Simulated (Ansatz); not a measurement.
## Carrier properties of BP under load (space group F-43m)

Input:

```
CELL_PARAMETERS angstrom
      0.00000     2.23910     2.23910
      2.23910     0.00000     2.23910
      2.23910     2.23910     0.00000
ATOMIC_POSITIONS crystal
  B  0.00000 0.00000 0.00000
  P  0.25000 0.25000 0.25000
```

These are PBEsol, rigid bands (plane waves, PAW, scalar-relativistic; Ansatz, a program for electronic structure) values and carry that method's errors. Condition of this run: hydrostatic pressure 5 GPa (the target of the relaxation). Cell: cell and atoms relaxed with PBEsol, then loaded as said.

- band gap: 1.07 eV
- electron conductivity mass (300 K, dilute): 0.33 mₑ
- hole conductivity mass (300 K, dilute): 0.39 mₑ
- effective density of states N_c (300 K): 4.3e19 cm⁻³
- effective density of states N_v (300 K): 3.9e19 cm⁻³
- density-of-states mass, electrons: 1.44 mₑ
- density-of-states mass, holes: 1.34 mₑ
- Seebeck coefficient, n-type 1e19 cm⁻³, 300 K: -338 μV/K
- best n-type power factor at 300 K for τ = 10 fs (best axis; densities from 1e16 to 1e21 cm⁻³ tried, whether or not they can be reached): 19.9 μW/(cm·K²) at 1e20 cm⁻³
- Seebeck coefficient, p-type 1e19 cm⁻³, 300 K: 329 μV/K
- best p-type power factor at 300 K for τ = 10 fs (best axis; densities from 1e16 to 1e21 cm⁻³ tried, whether or not they can be reached): 15.4 μW/(cm·K²) at 1e20 cm⁻³

Rigid bands; masses and Seebeck coefficients take one relaxation time τ for all states and one kind of carrier; polarons and phonon drag are left out. Spin-orbit coupling is left out; where it splits the top of the valence band, N_v and the p-type Seebeck coefficient come out somewhat high without it.
